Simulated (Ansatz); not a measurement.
Base system: In$_{2}$Au (space group Fm-3m, No. 225; a = 6.540 Å; relaxed with 0.1 eV smearing). Axes: x, y, z lie along the cube axes.

Level of theory: Ansatz (an electronic-structure program) PBEsol, without spin-orbit coupling.

Base values:

| Quantity | Result |
|---|---|
| Pressure | 0.0 GPa |
| Shortest interatomic distance | 2.832 Å |

Perturbation: the cell is stretched by 1.17 % along z with no lateral relaxation; the atoms relax in the strained cell.

Question: What happens to the pressure, shortest interatomic distance and energy relative to the base?

Answer: The pressure (mean of the normal stresses, compression positive) goes from zero to -0.8 GPa; the shortest interatomic distance grows by 0.011 Å (2.832 Å → 2.843 Å); the energy rises by 0.9 meV/atom.

Stability against distortions was not tested.
